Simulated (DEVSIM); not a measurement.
Structure: abrupt Si p-n junction, at 400 K.

```csv
layer (left to right),material,thickness (μm),Nd (cm⁻³),Na (cm⁻³),τn (s),τp (s)
1,Si,9.90,-,1.2e18,4.7e-6,4.7e-6
2,Si,0.650,4.6e14,-,4.7e-6,4.7e-6
```

Left contact: ohmic. Right contact: ohmic. Voltage is applied to the left contact. Recombination: SRH at mid-gap. Gap narrowing is on: ΔEg = 6.92 meV × (l + √(l² + 0.5)), l = ln(N/1.3e17 cm⁻³), shared equally by both band edges. Mobility is constant in doping.

The device is made up for the run: typed textbook-type constants, with dimensions and the other settings drawn at random. Values at 300 K; Nc and Nv go as T^1.5, mobilities as T to minus their exponent, the gap by Varshni's rule with the affinity fixed.

| parameter | Si |
|---|---|
| gap (eV) | 1.124 |
| affinity (eV) | 4.05 |
| permittivity | 11.7 |
| Nc (cm⁻³) | 2.86e19 |
| Nv (cm⁻³) | 3.1e19 |
| μn (cm²/Vs) | 1417 |
| μp (cm²/Vs) | 470 |
| T exponent of μn | 2.3 |
| T exponent of μp | 2.2 |
| Varshni α (eV/K) | 0.000473 |
| Varshni β (K) | 636 |

Model (solved in DEVSIM): 1D drift-diffusion, Boltzmann statistics, complete ionisation; no tunnelling, impact ionisation, image-force lowering or self-heating.

Q: Give the dark forward current.

A: 
(V (V), J (A/cm²)): (0.05, 0.039); (0.10, 0.17); (0.15, 0.59); (0.20, 1.9); (0.25, 5.4); (0.30, 14); (0.35, 35); (0.40, 78); (0.45, 170); (0.50, 340); (0.55, 640); (0.60, 1100); (0.65, 1900); (0.70, 2800)
